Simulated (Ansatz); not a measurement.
Ansatz (an electronic-structure program) run on a (110) slab of AlAu (cut from a parent of space group no. 221; 10 atoms in the cell): self-consistent single point.

Computed with LDA (PW92), default PAW files made with PBE (plane waves; Ansatz).

```xyz
10
Lattice="3.2143 0.0000 0.0000 0.0000 4.5457 0.0000 0.0000 0.0000 23.0913" Properties=species:S:1:pos:R:3 pbc="T T T"
Al     0.0000     0.0000     7.0000
Au     1.6071     2.2728     7.0000
Al     0.0000     2.2728     9.2729
Au     1.6071     0.0000     9.2729
Al     0.0000     0.0000    11.5457
Au     1.6071     2.2728    11.5457
Al     0.0000     2.2728    13.8185
Au     1.6071     0.0000    13.8185
Al     0.0000     0.0000    16.0913
Au     1.6071     2.2728    16.0913
```

Reference input (self-consistent single point, DFT, LDA (PW92), plane waves, default PAW files made with PBE): basis.ecutwfc = 420 eV; kpoints.mp_grid.grid = 7 5 1; hamiltonian.xc = lda; hamiltonian.pseudopotentials = {kind: paw} (the program's default PAW files); scf.occupations.method = gaussian; scf.occupations.width = 0.1 eV. This run's input differs from it in these lines:

Ansatz 0.2 input:
```diff
@@ -17,3 +17,3 @@
 basis:
-  ecutwfc: 420.0
+  ecutwfc: 210.0
 kpoints:
```

Log, with long lists cut:

```
SCF iter   1: F=—  HF=-66858.650598 eV  |F-HF|=—  |Δ(HF+E_count)|=         —  Δρ=5.59e-2  dr2=5.96e0  ethr=1.77e-3  ⟨swp⟩=9.8  Hψ=3611  notcnv=0  defer=2
all-band conjugate gradients solve this SCF's bands
preconditioner: auto → LDOS
SCF iter   2: F=—  HF=-66857.446442 eV  |F-HF|=—  |Δ(HF+E_count)|=    1.20e0  Δρ=3.87e-2  dr2=4.79e0  ethr=1.77e-3  ⟨swp⟩=3.2  Hψ=1987  notcnv=0  defer=51
   [... lines left out ...]
SCF iter   5: F=—  HF=-66855.850717 eV  |F-HF|=—  |Δ(HF+E_count)|=   3.81e-4  Δρ=1.16e-4  dr2=5.80e-5  ethr=1.30e-6  ⟨swp⟩=2.0  Hψ=1154  notcnv=0  defer=51
SCF iter   6: F=—  HF=-66855.850721 eV  |F-HF|=—  |Δ(HF+E_count)|=   3.94e-6  Δρ=2.46e-5  dr2=3.80e-6  ethr=5.27e-8  ⟨swp⟩=3.2  Hψ=1716  notcnv=0  defer=51
SCF iter   7: F=—  HF=-66855.850721 eV  |F-HF|=—  |Δ(HF+E_count)|=   1.06e-7  Δρ=8.77e-6  dr2=3.64e-7  ethr=3.46e-9  ⟨swp⟩=2.0  Hψ=1149  notcnv=0  defer=51
SCF iter   8: F=-66855.850721 eV  HF=-66855.850721 eV  |F-HF|=9.94e-9  |Δ(HF+E_count)|=   4.23e-8  Δρ=2.13e-6  dr2=2.59e-8  ethr=9.09e-11  ⟨swp⟩=15.7  Hψ=3968  notcnv=0
SCF 1 converged in 8 iterations: F = -66855.850721 eV  dr2 = 2.59e-8
Free energy (F): -66855.850721 eV
Internal energy: -66855.826694 eV  (E = F + TS)
E sigma→0 (E₀):  -66855.838707 eV
Entropy (-TS):   -0.024027 eV (-2.403 meV/atom)
Fermi energy:    4.885462 eV
--- Forces (eV/Å), atoms counted from 1 ---
  atom   1  Al     0.00000000     0.00000000    -0.13630983
  atom   2  Au     0.00000000     0.00000000     0.28097381
  atom   3  Al     0.00000000     0.00000000    -0.20888288
  atom   4  Au     0.00000000     0.00000000     0.16146250
  atom   5  Al     0.00000000     0.00000000     0.00000000
  atom   6  Au    -0.00000000     0.00000000     0.00000000
  atom   7  Al     0.00000000     0.00000000     0.20888288
  atom   8  Au     0.00000000     0.00000000    -0.16146250
  atom   9  Al     0.00000000     0.00000000     0.13630983
  atom  10  Au     0.00000000     0.00000000    -0.28097381
--- Stress (GPa, compression-positive) ---
       -4.511229       0.000000       0.000000
        0.000000      -6.208901       0.000000
        0.000000       0.000000      -0.980702
  P = ⅓ Tr σ = -3.9003 GPa (-39.003 kbar)
  The stress holds the Pulay correction. Without it, at fixed plane waves, as pw.x and ABINIT print it: P = -88.3690 GPa
```

The run converged in 8 iterations. Against the reference run the free energy goes up by 3.46 eV/atom and the largest force goes from 0.436 to 0.281 eV/Å.

The starting cell comes from a database of computed structures (which also holds hypothetical and non-ambient phases and stackings), without a prior relaxation at this level. The slab is cut from that crystal, and its faces are unrelaxed. Its lattice was rescaled by up to half a per cent. Spin-orbit coupling is off. The cutoff lies below the one recommended for these files.
